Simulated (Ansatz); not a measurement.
Functionals compared on a constructed model of the (110) surface of bcc Ta, a pseudomorphic layer of Re in the host's stacking (bottom of the slab: a bare face, its two planes held), in Ansatz (plane waves, PAW). The structure was relaxed with PBE; the other rows are single points on it. Cutoff 420 eV (500 eV for r2SCAN).

Set-up: 7 atoms, 14.6 Å thick at the start; mesh 14x14x1; 0.1 eV smearing; dipole correction on; 2 atoms held, the rest relaxed; symmetry of the start imposed; no spin, no spin-orbit, no U. It is one candidate, not shown to be the stable structure of the face. These notes are the PBE run's.

| functional | work function of the top face (eV) | rough cost of the single point |
|---|---|---|
| PBE | 4.52 | – |
| RPBE | (withheld) | very roughly 70 core-seconds |
| r2SCAN | 4.53 | about 100 core-seconds (a rough figure) |

Problem. What belongs in the gaps?

Solution. 
- RPBE, work function of the top face (eV): 4.37

Ansatz is a first-principles code.
